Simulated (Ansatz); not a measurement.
An Ansatz (a quantum-chemistry and plane-wave program) run: NiGe; PBEsol (Ansatz, PAW, no spin-orbit coupling).

Input:

Ansatz 0.2 input:
```yaml
crystal:
  lattice:
    - [5.3225062433, 0, 0]
    - [0, 3.4379124695, 0]
    - [0, 0, 5.7288846348]
  atoms:
    - { symbol: Ni, position: [0.0069933852, 0.25, 0.1887211178] }
    - { symbol: Ni, position: [0.5069933852, 0.25, 0.3112788822] }
    - { symbol: Ni, position: [0.9930066148, 0.75, 0.8112788822] }
    - { symbol: Ni, position: [0.4930066148, 0.75, 0.6887211178] }
    - { symbol: Ge, position: [0.1885946687, 0.25, 0.5884898958] }
    - { symbol: Ge, position: [0.6885946687, 0.25, 0.9115101042] }
    - { symbol: Ge, position: [0.8114053313, 0.75, 0.4115101042] }
    - { symbol: Ge, position: [0.3114053313, 0.75, 0.0884898958] }
basis: { ecutwfc: 420, ecutrho_ratio: 4, xc_grid: 2, fft_grid_basis: typed }
kpoints: { mp_grid: { grid: [9, 14, 8] } }
hamiltonian:
  xc: pbesol
  dispersion: none
  pseudopotentials: { kind: paw }
scf: { occupations: { method: fermi_dirac, width: 0.05 }, convergence: { dr2_threshold: 0.0000000008 } }
output: { forces: true, stress: true }
```

Output (explanatory and most iteration lines left out):

```
Pseudopotential: Ni, paw, valence charge 18
Pseudopotential: Ge, paw, valence charge 14
Crystal: 8 atoms, lattice volume = 104.829 Å³
Basis set: ecut = 420 eV, 2045 PW (Γ), exchange–correlation on 72×48×80 points (8 copies of the dense FFT grid, shifted against one another)
Bands: 72, of which v1, the nominal top of the filled ones, is band 64 counted from 1 (63 counted from 0)
Symmetry: 8 space group operations
Space group: Pnma (ITA 62), of the structure as read, at distance tolerance 4.7e-5 Å
k-points: 200 of 1008
Functional: x = pbesol(κ = 0.804, μ = 0.12345679012345678), c = pbesol(β = 0.046)
SCF iter   1: F=—  HF=-40236.897930 eV  |F-HF|=—  |Δ(HF+E_count)|=         —  Δρ=1.93e-2  dr2=2.30e-1  ethr=1.77e-3  ⟨swp⟩=5.6  Hψ=48116  notcnv=0  defer=88
SCF iter   2: F=—  HF=-40236.868370 eV  |F-HF|=—  |Δ(HF+E_count)|=   2.96e-2  Δρ=4.47e-3  dr2=1.44e-2  ethr=1.79e-4  ⟨swp⟩=2.2  Hψ=22167  notcnv=0  defer=292
SCF 1 converged in 9 iterations: F = -40236.866213 eV  dr2 = 7.23e-10
SCF converged after 9 iterations
Free energy (F): -40236.866213 eV
Internal energy: -40236.848506 eV  (E = F + TS)
E sigma→0 (E₀):  -40236.857359 eV
Entropy (-TS):   -0.017706 eV (-2.213 meV/atom)
Fermi energy:    15.811034 eV
--- Forces (eV/Å), atoms counted from 1 ---
  atom   1  Ni     0.00029872     0.00000000     0.00237168
  atom   2  Ni     0.00029872    -0.00000000    -0.00237168
  atom   3  Ni    -0.00029872    -0.00000000    -0.00237168
  atom   4  Ni    -0.00029872     0.00000000     0.00237168
  atom   5  Ge    -0.00229611    -0.00000000    -0.00482082
  atom   6  Ge    -0.00229611    -0.00000000     0.00482082
  atom   7  Ge     0.00229611     0.00000000     0.00482082
  atom   8  Ge     0.00229611     0.00000000    -0.00482082
--- Stress (GPa, compression-positive) ---
        0.047135      -0.000000       0.000000
       -0.000000      -0.074264      -0.000000
        0.000000      -0.000000       0.091489
  P = ⅓ Tr σ = 0.0215 GPa (0.215 kbar)
```

Whether these cells are dynamically stable was not tested. Seeded moments were not kept for the base. All final runs are without spin polarisation. The cell is NiGe (space group Pnma, No. 62; non-magnetic).
